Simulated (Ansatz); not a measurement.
Ansatz (a first-principles code) run on VFe3 (I4/mmm, 4 atoms in the cell): self-consistent single point.

Level of theory: PBEsol, PAW files made with PBE (plane waves; Ansatz).

The change in words: lattice scaled by 0.98. Reference geometry:
```yaml
crystal:
  lattice:
    - [-2.04367, 2.04367, 2.89713]
    - [2.04367, -2.04367, 2.89713]
    - [2.04367, 2.04367, -2.89713]
  atoms:
    - { symbol: V, position: [0.50000, 0.50000, 0.00000], spin: 2.0 }
    - { symbol: Fe, position: [0.75000, 0.25000, 0.50000], spin: 4.0 }
    - { symbol: Fe, position: [0.25000, 0.75000, 0.50000], spin: 4.0 }
    - { symbol: Fe, position: [0.00000, 0.00000, 0.00000], spin: 4.0 }
```
(The spins are starting values, not results.)

Reference input (self-consistent single point, DFT, PBEsol, plane waves, PAW files made with PBE): basis.ecutwfc = 30.9 Ry; kpoints.mp_grid.grid = 6 6 6; hamiltonian.xc = pbesol; hamiltonian.pseudopotentials = {kind: paw} (the program's default PAW files); magnetization.spin_polarized = true; scf.occupations.method = gaussian; scf.occupations.width = 0.02 Ry. This run's input differs from it in these lines:

```diff
@@ -3,9 +3,9 @@
   lattice:
-    - [-2.043675, 2.043675, 2.897130]
-    - [2.043675, -2.043675, 2.897130]
-    - [2.043675, 2.043675, -2.897130]
+    - [-2.002802, 2.002802, 2.839187]
+    - [2.002802, -2.002802, 2.839187]
+    - [2.002802, 2.002802, -2.839187]
   atoms:
-    - { symbol: V, position_ang: [0.000000, 0.000000, 2.897130], spin: 2.0 }
-    - { symbol: Fe, position_ang: [0.000000, 2.043675, 1.448565], spin: 4.0 }
-    - { symbol: Fe, position_ang: [2.043675, 0.000000, 1.448565], spin: 4.0 }
+    - { symbol: V, position_ang: [0.000000, 0.000000, 2.839187], spin: 2.0 }
+    - { symbol: Fe, position_ang: [0.000000, 2.002802, 1.419593], spin: 4.0 }
+    - { symbol: Fe, position_ang: [2.002802, 0.000000, 1.419593], spin: 4.0 }
     - { symbol: Fe, position_ang: [0.000000, 0.000000, 0.000000], spin: 4.0 }
```

The program printed (abridged):

```
SCF iter   1: F=—  HF=-16236.108324 eV  |F-HF|=—  |Δ(HF+E_count)|=         —  Δρ=2.64e-1 (↑2.64e-1 ↓1.42e-1)  dr2=7.18e0  dr2_m=1.65e1  M=5.480 μB ∫|m|=6.148 μB  β_m=0.30  ethr=3.10e-3  ⟨swp⟩=4.8  Hψ=8349  notcnv=0
Mixer restart at iter 1: flushing history
all-band conjugate gradients solve this SCF's bands
preconditioner: auto → Kerker (q_TF=auto, 2.864 Å⁻¹)
spin=Collinear: Kerker preconditioning applied to the charge; magnetization (m = ρ↑ − ρ↓) channel mixes plain (no charge-response kernel on spin).
   [... lines left out ...]
SCF iter  14: F=—  HF=-16232.469621 eV  |F-HF|=—  |Δ(HF+E_count)|=  7.09e-10  Δρ=2.01e-6 (↑1.20e-6 ↓2.01e-6)  dr2=4.65e-9  dr2_m=8.17e-11  M=4.917 μB ∫|m|=6.728 μB  β_m=0.93  ethr=1.97e-11  ⟨swp⟩=2.0  Hψ=3988  notcnv=0  defer=277
SCF iter  15: F=-16232.469621 eV  HF=-16232.469621 eV  |F-HF|=6.92e-9  |Δ(HF+E_count)|=  8.44e-10  Δρ=2.69e-6 (↑1.20e-6 ↓2.69e-6)  dr2=7.37e-9  dr2_m=2.82e-10  M=4.917 μB ∫|m|=6.728 μB  ethr=7.63e-12  ⟨swp⟩=6.1  Hψ=9912  notcnv=0
SCF 1 converged in 15 iterations: F = -16232.469621 eV  dr2 = 7.37e-9
WARN: the starting moments were not kept: 1 of 4 ended reversed and 3 kept their direction, counting a site from 0.1 μB …
Magnetization: 4.9171 μB (32.9586 up, 28.0414 down)
   [... lines left out ...]
Absolute magnetization: 6.7286 μB (∫|ρ↑−ρ↓|, with the PAW one-centre terms)
Free energy (F): -16232.469621 eV
Fermi energy:    18.961330 eV
   [... lines left out ...]
  atom   1  V      0.00000000     0.00000000     0.00000000
   [... zero for the other atoms too ...]
--- Stress (GPa, compression-positive) ---
       -4.726455       0.000000       0.000000
        0.000000      -4.726455       0.000000
        0.000000      -0.000000      -5.066516
  P = ⅓ Tr σ = -4.8398 GPa (-48.398 kbar)
  The stress holds the Pulay correction. Without it, at fixed plane waves, as pw.x and ABINIT print it: P = -5.0510 GPa
```

The run converged in 15 iterations. Against the reference run the free energy drops by 45.6 meV/atom, the pressure goes from -14.91 to -4.84 GPa and the size of the net moment goes from 1.27 to 1.23 μB/atom.

The starting cell comes from a database of computed structures (which also holds hypothetical and non-ambient phases and stackings), without a prior relaxation at this level. For this run, on top of that: lattice scaled by 0.98. The magnetic order is the one reached from the typed start; others were not searched systematically. The program warned that a starting moment was not kept. With a pressure of about -5 GPa the cell is away from its equilibrium volume at this level. Ansatz's pressure includes its estimate of the finite-basis (Pulay) stress.

Keys are those of Ansatz 0.2.
